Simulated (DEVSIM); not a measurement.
Structure: In0.52Al0.48As/In0.53Ga0.47As p-n heterojunction, at 300 K.

| layer (left to right) | material | thickness (μm) | Nd (cm⁻³) | Na (cm⁻³) | τn (s) | τp (s) |
|---|---|---|---|---|---|---|
| 1 | In0.52Al0.48As | 0.650 | - | 3.7e16 | 6e-10 | 6e-10 |
| 2 | In0.53Ga0.47As | 2.00 | 9.8e15 | - | 6e-10 | 6e-10 |

Left contact: ohmic. Right contact: ohmic. Voltage is applied to the left contact. Recombination: SRH at mid-gap, Auger. Mobility is μmin + (μ − μmin)/(1 + (N/Nref)^α).

Constants are typed, rounded textbook-type inputs, not results; the design itself was drawn at random and stands for no fabricated device. Values at 300 K; Nc and Nv go as T^1.5, mobilities as T to minus their exponent, the gap by Varshni's rule with the affinity fixed.

| parameter | In0.52Al0.48As | In0.53Ga0.47As |
|---|---|---|
| gap (eV) | 1.45 | 0.74 |
| affinity (eV) | 4 | 4.51 |
| permittivity | 12.5 | 13.9 |
| Nc (cm⁻³) | 5.1e17 | 2.1e17 |
| Nv (cm⁻³) | 1.1e19 | 7.7e18 |
| μn (cm²/Vs) | 4000 | 12000 |
| μp (cm²/Vs) | 75 | 300 |
| μn,min | 800 | 300 |
| μp,min | 10 | 10 |
| Nref,n | 3e16 | 1.3e17 |
| Nref,p | 1e17 | 4.9e17 |
| αn | 1.1 | 0.48 |
| αp | 0.6 | 0.4 |
| T exponent of μn | 1.5 | 1.6 |
| T exponent of μp | 1.5 | 1.6 |
| Cn (cm⁶/s) | 1e-30 | 5e-29 |
| Cp (cm⁶/s) | 1e-30 | 5e-29 |
| Varshni α (eV/K) | 0.00042 | 0.00035 |
| Varshni β (K) | 180 | 190 |

DEVSIM, 1D drift-diffusion, Boltzmann statistics, complete ionisation; no tunnelling, impact ionisation, image-force lowering or self-heating. Band offsets follow the typed affinities; no thermionic-emission limit at abrupt steps, no polarisation charge.

Base results: dark forward voltage at 1 A/cm² (V) 0.339; potential step across the device at zero bias (V) 0.714; dark forward voltage at 100 A/cm² (V) 0.564.

**Question.** What follows from this one change: minority lifetime in layer 2 6e-10 → 1.8e-11 s?

**Answer.** dark forward voltage at 1 A/cm² 0.339 → 0.274 V; potential step across the device at zero bias little changed (0.714 V); dark forward voltage at 100 A/cm² 0.564 → 0.535 V.

**Question.** What follows from this one change: temperature 300 → 250 K?

**Answer.** dark forward voltage at 1 A/cm² 0.339 → 0.435 V; potential step across the device at zero bias 0.714 → 0.781 V; dark forward voltage at 100 A/cm² 0.564 → 0.644 V.

**Question.** What follows from this one change: constant mobility in place of the doping-dependent one?

**Answer.** dark forward voltage at 1 A/cm² little changed (0.337 V); potential step across the device at zero bias little changed (0.714 V); dark forward voltage at 100 A/cm² 0.564 → 0.542 V.
